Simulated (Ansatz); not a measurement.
Short convergence ladders for SrGe2Ru2 (I4mm, 5 atoms in the cell)

```yaml
crystal:
  lattice:
    - [-2.15004, 2.15004, 5.14129]
    - [2.15004, -2.15004, 5.14129]
    - [2.15004, 2.15004, -5.14129]
  atoms:
    - { symbol: Sr, position: [0.00486, 0.00486, 0.00000] }
    - { symbol: Ge, position: [0.64218, 0.64218, 0.00000] }
    - { symbol: Ge, position: [0.35782, 0.35782, 0.00000] }
    - { symbol: Ru, position: [0.75000, 0.25000, 0.50000] }
    - { symbol: Ru, position: [0.25000, 0.75000, 0.50000] }
```

Base method: LDA (PW92), default PAW files made with PBE (plane waves; Ansatz, a first-principles code).

Base settings: basis.ecutwfc = 30.9 Ry; kpoints.mp_grid.grid = 8 8 8; hamiltonian.xc = lda; hamiltonian.pseudopotentials = {kind: paw} (the program's default PAW files); scf.occupations.method = fermi_dirac; scf.occupations.width = 0.0073 Ry.

The count of work is k-points × plane waves × bands × iterations; it is no time. 

**The k-point mesh**

The second cell is the first with its lattice scaled by 0.98.

Only quantities that move along the ladder and can be compared are tabulated.

| kpoints.mp_grid.grid | free energy less the last step's (meV/atom) | energy of the compressed cell less the first (meV/atom) | pressure (GPa) | largest difference of a force vector from the last step's (eV/Å) | count of work / last |
|---|---|---|---|---|---|
| 2 2 2 | 33.36 | 6.73 | -3.17 | 0.683 | 0.0043 |
| 4 4 4 | -7.35 | 2.54 | -3.77 | 0.028 | 0.014 |
| 6 6 6 | -0.35 | 3.01 | -3.70 | 0.002 | 0.032 |
| 8 8 8 | 0.24 | 2.99 | -3.70 | 0.001 | 0.063 |
| 9 9 9 | 0.16 | 3.00 | -3.70 | 0.001 | 0.080 |
| 11 11 11 | -0.02 | 2.96 | -3.71 | 0.000 | 0.13 |
| 14 14 14 | -0.01 | 2.98 | -3.71 | 0.000 | 0.26 |
| 17 17 17 | 0.00 | 2.98 | -3.71 | 0.000 | 0.43 |
| 23 23 23 | 0.00 | 2.98 | -3.71 | 0.000 | 1.0 |

Coarsest kpoints.mp_grid.grid that holds the free energy within 1 meV/atom of the last step, with all finer ones: 6 6 6, at 0.032 of the last step's count of work; the step before is off by 7.4 meV/atom.

Coarsest kpoints.mp_grid.grid that holds the pressure within 0.2 GPa of the last step, with all finer ones: 4 4 4, at 0.014 of the last step's count of work; the step before is off by 0.54 GPa.

Coarsest kpoints.mp_grid.grid that holds the energy of the compressed cell less the first within 0.2 meV/atom of the last step, with all finer ones: 6 6 6, at 0.032 of the last step's count of work; the step before is off by 0.44 meV/atom.

The energy difference between the two cells stays within 1 meV/atom of the last step's from 4 4 4 on, the total only from 6 6 6 on: much of the error is common to both cells and cancels.

**The width of Fermi-Dirac smearing**

In this ladder: kpoints.mp_grid.grid = 13 13 13.

Narrow widths need finer meshes than wide ones, so the last steps can hold mesh noise.

Only quantities that move along the ladder and can be compared are tabulated; pressure and forces are left out, as mesh noise rules them at narrow widths.

| scf.occupations.width | free energy less the last step's (meV/atom) | energy extrapolated to zero width less the last step's (meV/atom) |
|---|---|---|
| 0.0735 Ry | -1015.56 | 36.85 |
| 0.0367 Ry | -229.78 | 19.32 |
| 0.022 Ry | -74.64 | 6.51 |
| 0.0147 Ry | -29.98 | 3.10 |
| 0.0073 Ry | -5.18 | 0.47 |
| 0.0037 Ry | 0.00 | 0.00 |

Widest scf.occupations.width that holds the energy extrapolated to zero width within 1 meV/atom of the last step, with all finer ones: 0.0073 Ry; the step before is off by 3.1 meV/atom.

Widest scf.occupations.width that holds the free energy within 2 meV/atom: not settled: the last two steps still differ by 5.2 meV/atom, over half the tolerance, so the ladder does not show it.

The extrapolation to zero width removes most of the smearing's effect on the energy.

**The mesh under tetrahedron occupations**

In this ladder: scf.occupations.method = tetrahedron; scf.occupations.width = default.

Only quantities that move along the ladder and can be compared are tabulated.

```csv
kpoints.mp_grid.grid,free energy less the last step's (meV/atom),largest difference of a force vector from the last step's (eV/Å),count of work / last
5 5 5,-0.37,0.079,0.016
6 6 6,-0.56,0.066,0.025
7 7 7,-0.38,0.055,0.038
9 9 9,0.33,0.025,0.063
11 11 11,-0.03,0.014,0.11
16 16 16,0.00,0.004,0.30
25 25 25,0.00,0.000,1.0
```

Coarsest kpoints.mp_grid.grid that holds the forces within 0.02 eV/Å of the last step, with all finer ones: 11 11 11, at 0.11 of the last step's count of work; the step before is off by 0.025 eV/Å.

Coarsest kpoints.mp_grid.grid that holds the free energy within 0.5 meV/atom of the last step, with all finer ones: 7 7 7, at 0.038 of the last step's count of work; the step before is off by 0.56 meV/atom.

On the base run: the starting cell comes from a database of computed structures (which also holds hypothetical and non-ambient phases and stackings), without a prior relaxation at this level. Its lattice was rescaled by up to half a per cent. One atom was moved a little off its site on purpose. Spin polarisation is off. In the base run, with a pressure of about -4 GPa the cell is away from its equilibrium volume at this level. Ansatz's pressure includes its estimate of the finite-basis (Pulay) stress.

Left out of this page: 2 runs of the series outside the window shown, repeating another row's setting, or not comparable.

Keys are those of Ansatz 0.2.
